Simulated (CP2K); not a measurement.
Input and output of a self-consistent single point for AgPt (P-6m2, 2 atoms in the cell) (CP2K).

Method of the run: PBEsol, GPW, DZVP-MOLOPT-SR-GTH basis, GTH-PBE potentials (GTH_POTENTIALS) run with CP2K.

The change in words: lattice scaled by 0.98. Reference geometry:
```
AgPt
1.0
    2.78305     0.00000     0.00000
   -1.39152     2.41019     0.00000
    0.00000     0.00000     4.79511
Ag Pt
1 1
Direct
  0.00000   0.00000   0.50000
  0.66667   0.33333   0.00000
```

Reference input (self-consistent single point, DFT PBEsol, GPW, DZVP-MOLOPT-SR-GTH basis, GTH-PBE potentials (GTH_POTENTIALS)): CUTOFF = 500 Ry; REL_CUTOFF = 60 Ry; SMEAR/METHOD = GAUSSIAN; SIGMA = 0.1 eV; KPOINTS/SCHEME = MONKHORST-PACK 11 11 6; GAMMA_CENTERED = T; XC_FUNCTIONAL = PBE:PBESOL; Ag/BASIS_SET = DZVP-MOLOPT-SR-GTH; Ag/POTENTIAL = GTH-PBE-q11; Pt/BASIS_SET = DZVP-MOLOPT-SR-GTH; Pt/POTENTIAL = GTH-PBE-q18; METHOD = GPW. This run's input differs from it in these lines:

```diff
@@ -67,4 +67,4 @@
     &CELL
-      ABC 2.78305000 2.78305000 4.79511000
-      ALPHA_BETA_GAMMA 90.00000000 90.00000000 120.00000000
+      ABC 2.72738900 2.72738861 4.69920800
+      ALPHA_BETA_GAMMA 90.00000000 90.00000000 119.99999258
       PERIODIC XYZ
@@ -72,4 +72,4 @@
     &COORD
-      Ag       0.00000000     0.00000000     2.39755500
-      Pt       1.39152639     0.80339653     0.00000000
+      Ag       0.00000000     0.00000000     2.34960400
+      Pt       1.36369603     0.78732855     0.00000000
     &END COORD
```

Output, abridged:

```
 SCF WAVEFUNCTION OPTIMIZATION

  Step     Update method      Time    Convergence         Total energy    Change
     1 NoMix/Diag. 0.20E+00      -     0.48183050      -157.3882486510 -1.57E+02
     2 Broy./Diag. 0.20E+00      -     0.12910956      -159.5312775368 -2.14E+00
     3 Broy./Diag. 0.20E+00      -     0.37439905      -158.2840313419  1.25E+00
     4 Broy./Diag. 0.20E+00      -     0.00209441      -156.9717885726  1.31E+00
     5 Broy./Diag. 0.20E+00      -     0.03093037      -157.0073994916 -3.56E-02
     6 Broy./Diag. 0.20E+00      -     0.00455865      -157.0608574618 -5.35E-02
   [... 6 lines left out ...]
    13 Broy./Diag. 0.20E+00      -     0.00003792      -157.0369764506 -2.01E-05
    14 Broy./Diag. 0.20E+00      -     0.00000214      -157.0370384054 -6.20E-05
    15 Broy./Diag. 0.20E+00      -     0.00000194      -157.0370475068 -9.10E-06
    16 Broy./Diag. 0.20E+00      -     0.00000030      -157.0370560643 -8.56E-06
  *** SCF run converged in    16 steps ***

  Overlap energy of the core charge distribution:               0.00000001185812
  Self energy of the core charge distribution:               -242.68070542848932
  Core Hamiltonian energy:                                     60.83321402930514
  Hartree energy:                                              42.19641065675299
  Exchange-correlation energy:                                -17.38565365461400
  Smearing free energy correction:                             -0.00032167938962
  Fermi energy:                                                 0.45294378364363

  Total energy:                                              -157.03705606425464
  Total energy (extrapolated to sigma->0):                   -157.03689522455983

   [... lines left out ...]

 STRESS| Analytical stress tensor [bar]
 STRESS|                        x                   y                   z
 STRESS|      x        1.12973451546E+05  -3.82414737749E-01  -2.65512341136E-10
 STRESS|      y       -3.82414737749E-01   1.12973201694E+05  -1.71048529819E-09
 STRESS|      z       -2.65512341136E-10  -1.71048529819E-09   7.38624417151E+04
 STRESS| 1/3 Trace                                             9.99363649849E+04
```

The run converged in 16 iterations. Against the reference run the free energy goes up by 17.9 meV/atom and the pressure goes from -3.07 to 9.99 GPa.

The starting cell comes from a database of computed structures (which also holds hypothetical and non-ambient phases and stackings), without a prior relaxation at this level. For this run, on top of that: lattice scaled by 0.98. Spin polarisation is off. Values carry the incompleteness of an atom-centred basis. The potentials were made for another functional than the one used. With a pressure of about 10 GPa the cell is away from its equilibrium volume at this level.

Cost on one core of a shared machine: roughly 4 min.
